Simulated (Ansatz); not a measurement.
## C11b WSi2

The numbers are results of r²SCAN-D4 (Ansatz, a quantum-chemistry and plane-wave program, PAW), not measurements.

Settings: plane-wave cutoff 500 eV, 18×18×18 k mesh, Fermi–Dirac smearing 0.05 eV, no spin polarisation, scalar-relativistic PAW data made under PBE.

Cell (relaxed at this level):

```
WSi2
1.0
   -1.60092     1.60092     3.89350
    1.60092    -1.60092     3.89350
    1.60092     1.60092    -3.89350
Si W
2 1
Direct
  0.33470   0.33470   0.00000
  0.66530   0.66530   0.00000
  0.00000   0.00000   0.00000
```

For C11b WSi2, the equilibrium volume per atom is 13.31 Å³/atom. The lattice parameter a is 3.202 Å and the c axis length is 7.787 Å.

Measured, for comparison: lattice constant a 3.214 Å, lattice parameter c 7.831 Å (temperature not stated, no zero-point or thermal correction; as tabulated in Pavlosiuk et al. (2022), arXiv:2202.05362). Computed (rounded) less measured: lattice constant a -0.4 %, lattice parameter c -0.6 %. A static lattice is as a rule a little smaller and stiffer than an uncorrected measurement, which narrows the difference in the lattice constant a, lattice parameter c and would widen misses of the other sign.

Spin–orbit coupling is not included.

Static lattice: no zero-point or thermal effects.
